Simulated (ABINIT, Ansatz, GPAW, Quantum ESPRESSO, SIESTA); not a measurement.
# AlCo (Pm-3m, 2 atoms in the cell) computed with different codes at matched settings

Self-consistent single point.

```yaml
crystal:
  lattice:
    - [2.79515, 0.00000, 0.00000]
    - [0.00000, 2.79515, 0.00000]
    - [0.00000, 0.00000, 2.79515]
  atoms:
    - { symbol: Al, position: [0.00000, 0.00000, 0.00000] }
    - { symbol: Co, position: [0.50000, 0.50000, 0.50000] }
```

Shared settings, as Ansatz (an electronic-structure program) writes them: kpoints.mp_grid.grid = 7 7 7; scf.occupations.method = gaussian; scf.occupations.width = 0.272 eV. Potentials and cutoffs stand in the table.

```tsv
code	model	pressure (GPa)	cutoff
Ansatz	PBE, PAW files	12.16	420 eV
Quantum ESPRESSO	PBE, PseudoDojo standard norm-conserving (PBE) pseudopotentials	12.18	100 Ry
ABINIT	PBE, PAW (JTH v2.0 PBE PAW)	12.15	60 Ry
GPAW	PBE, GPAW PAW datasets PBE (gpaw-data 1.0.1)	13.66	850 eV
SIESTA	GGA PBE, numerical atomic orbitals DZP, PseudoDojo PBE standard norm-conserving potentials (rewritten from UPF to PSML)	10.59	grid 350 Ry
```

On Ansatz's run: spin polarisation is off.

The spread over the programs that give each value: pressure within 3.07 GPa.

SIESTA uses small atom-centred bases, whose incompleteness enters pressures, forces and empty levels differently from a plane-wave cutoff. Ansatz's pressure is given at a fixed set of plane waves, as the other plane-wave codes print theirs; with its correction for the finite basis it is 12.25 GPa. In the pressure, GPAW (by 1.49) and SIESTA (by 1.58) lie more than 1 GPa from the median of the plane-wave programs.

On the base mesh (9 9 9) the same programs gave: Ansatz pressure 12.31 GPa; Quantum ESPRESSO pressure 12.31 GPa; ABINIT pressure 12.29 GPa; GPAW pressure 13.81 GPa; SIESTA pressure 10.75 GPa.

The starting cell comes from a database of computed structures (which also holds hypothetical and non-ambient phases and stackings), without a prior relaxation at this level. Its lattice was rescaled by a random factor within 2.5 % of one.

Left out of this page: CP2K (on another mesh); Elk and FLEUR (not drawn, or without a comparable value).

Keys are those of Ansatz 0.2.
